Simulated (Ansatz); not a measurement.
The starting structures come from a database of crystals and need not be the phases stable at ambient conditions.

By PBEsol, the system below comes out a metal.

Without scattering a metal conducts by its projected Fermi surface.

Data:

```yaml
crystal:
  lattice:
    - [3.94871, 0.00000, 0.00000]
    - [0.00000, 3.94871, 0.00000]
    - [1.97436, -1.97436, 12.07652]
  atoms:
    - { symbol: Ti, position: [0.32800, 0.17200, 0.34400] }
    - { symbol: Ti, position: [0.07800, 0.92200, 0.84400] }
    - { symbol: Ti, position: [0.92200, 0.07800, 0.15600] }
    - { symbol: Ti, position: [0.17200, 0.32800, 0.65600] }
    - { symbol: Al, position: [0.58638, 0.41362, 0.82724] }
    - { symbol: Al, position: [0.83638, 0.66362, 0.32724] }
    - { symbol: Al, position: [0.66362, 0.83638, 0.67276] }
    - { symbol: Al, position: [0.41362, 0.58638, 0.17276] }
    - { symbol: Al, position: [0.74997, 0.25003, 0.50006] }
    - { symbol: Al, position: [0.99997, 0.50003, 0.00006] }
    - { symbol: Al, position: [0.50003, 0.99997, 0.99994] }
    - { symbol: Al, position: [0.25003, 0.74997, 0.49994] }
```

Space group of this cell: I4_1/amd. The cell is taken as given; by PBEsol its mean pressure is -1.0 GPa.

The current flows along the normal of the first two printed cell vectors, the (001) plane of the conventional cell. No spin-orbit coupling; the value is a mean over 0.1 eV about the Fermi level.

**Question.** Predict the ballistic conductance per area from PBEsol run with Ansatz (a first-principles code).

**Answer.** 0.27 × 10¹⁵ S/m² for both spins.
